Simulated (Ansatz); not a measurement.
Response to strain in Y

The reference is Y in the hcp (Mg type) structure (space group P6_3/mmc, No. 194; a = 3.5943 Å, c = 5.6099 Å; relaxed with 0.1 eV smearing).

Strains are applied to the cell and any free atomic positions relax.

Calculations: Ansatz (an electronic-structure program) PBEsol, spin-orbit coupling left out.

Notes on the quantities. energy relative to the base: free energy F.

```tsv
isotropic strain (%)	energy relative to the base (meV/atom)
-3	35.4
-2	?
-1.5	8.6
-1	3.8
-0.5	0.9
0	0.0
1	3.7
2	14.3
3	31.6
```

**Question.** Fit ΔE = Aε² + Bε³ (ε in %) to the rows shown and predict the withheld row.

**Answer.** Least squares on the printed values gives A = 3.72 and B = -0.070 meV/atom (largest residual 0.0 meV/atom); this predicts 15.5 meV/atom, and the run gives 15.4 meV/atom, in agreement.

Whether these cells are dynamically stable was not tested. The final runs are not spin-polarised.
